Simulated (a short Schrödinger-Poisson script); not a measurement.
MOS inversion layer, SiO2 on p-type Si(100)

Structure: MOS inversion layer, SiO2 on p-type Si(100), at 300 K.

```tsv
layer	material	thickness (nm)	Na (cm⁻³)
1	SiO2	3.9	-
2	Si	210	1e18
```

Constants are typed, rounded textbook-type inputs, not results; the design itself was drawn at random and stands for no fabricated device. SiO2: permittivity 3.9, conduction-band edge (eV) 3.15, gap (eV) 9, electron mass (mₑ) 0.5. Si: permittivity 11.7, conduction-band edge (eV) 0, gap (eV) 1.124, Nv at 300 K (cm⁻³) 3.1e19.

Channel valleys (confinement mass, in-plane density-of-states mass, number): Δ2 0.916, 0.19, 2; Δ4 0.19, 0.417, 4. At the gate the conduction-band edge of layer 1 lies 3.7 eV − eVg above the Fermi level of the channel; the field vanishes at the back. Gaps are held at their typed values at every temperature. Mesh 0.03 nm at interfaces.

Solved with a short Schrödinger-Poisson script written for these runs: 1D Poisson equation in equilibrium, electrons quantum, Hartree (BenDaniel-Duke, 12 states a valley, the channel's in-plane mass for all, wave functions ending at the dielectric), parabolic valleys, classical holes, full ionisation, no traps, pinning or gate leakage.

```
Vg (V)  electrons (cm⁻²)  C (μF/cm²)  Δ2 E0 (meV)  Δ2 E1 (meV)  Δ4 E0 (meV)  Δ4 E1 (meV)
------  ----------------  ----------  -----------  -----------  -----------  -----------
1.05              8.10e8       0.229        227.2        308.1        301.8        433.5
1.2              4.08e10       0.325        125.0        209.6        203.0        340.7
1.35             3.89e11       0.615         65.3        153.1        146.5        287.9
1.5              9.80e11       0.711         39.6        130.2        123.8        267.3
1.65             1.64e12       0.746         24.2        117.5        111.4        256.2
1.8              2.34e12       0.763         13.0        108.9        103.0        249.1
1.95             3.05e12       0.774          3.9        102.4         96.6        243.8
2.1              3.77e12       0.782         -3.8         97.1         91.6        239.7
2.25             4.50e12       0.787        -10.7         92.7         87.3        236.4
2.4              5.24e12       0.791        -16.9         88.8         83.6        233.5
2.55             5.98e12       0.795        -22.7         85.3         80.3        231.1
2.7              6.72e12       0.797        -28.1         82.2         77.4        228.9
2.85             7.46e12       0.800        -33.3         79.3         74.6        226.9
3                8.21e12       0.802        -38.3         76.6         72.1        225.2
3.15             8.96e12       0.804        -43.0         74.1         69.7        223.5
3.3              9.71e12       0.805        -47.7         71.8         67.5        222.0
3.45             1.05e13       0.807        -52.2         69.5         65.3        220.6
3.6              1.12e13       0.808        -56.6         67.4         63.3            -
3.75             1.20e13       0.809        -60.9            -            -            -
3.9              1.27e13       0.810            -            -            -            -
4.05             1.35e13       0.811            -            -            -            -
```

Subbands count from the Fermi level; a dash marks a level above the dielectric's band edge.
